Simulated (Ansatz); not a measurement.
Take BP (space group P4_2/mnm, No. 136; a = 5.532 Å, c = 3.187 Å; a hypothetical phase, not in the database extracts checked) as the base.

Level of theory: PBEsol (Ansatz, a first-principles code; PAW; 420 eV plane waves; no spin-orbit coupling).

For the base:

- Valence-band top at Γ: 0.00, 0.00, -0.38 eV
- Density: 2.85 g/cm³
- Smallest direct gap: 1.22 eV
- Band gap: 0.26 eV
- Gap character: indirect, Γ → k = (0, 0, 0.300) in the run's primitive reciprocal basis

It is then changed as follows: cell and atoms relaxed at a pressure of 0.7 GPa.

### Question
Predict the new valence-band top at Γ.

### Answer
The valence-band top at Γ (three highest levels, from the VBM) changes from 0.00, 0.00, -0.38 eV to 0.00, 0.00, -0.39 eV.

### Question
How does this affect the density?

### Answer
The density rises by 0.01 g/cm³, from 2.85 g/cm³ to 2.86 g/cm³.

### Question
Predict the new smallest direct gap.

### Answer
The smallest direct gap drops by 0.012 eV to 1.20 eV.

### Question
Predict the new band gap.

### Answer
The band gap decreases by 0.017 eV (0.26 eV → 0.25 eV).

### Question
What happens to the gap character?

### Answer
The gap character is still indirect, Γ → k = (0, 0, 0.300) in the run's primitive reciprocal basis.

Load acts through the strain it causes; cell and atoms are relaxed under it. Whether these cells are dynamically stable was not tested. A zero or small gap of BP can be the functional's error rather than a property of the material.
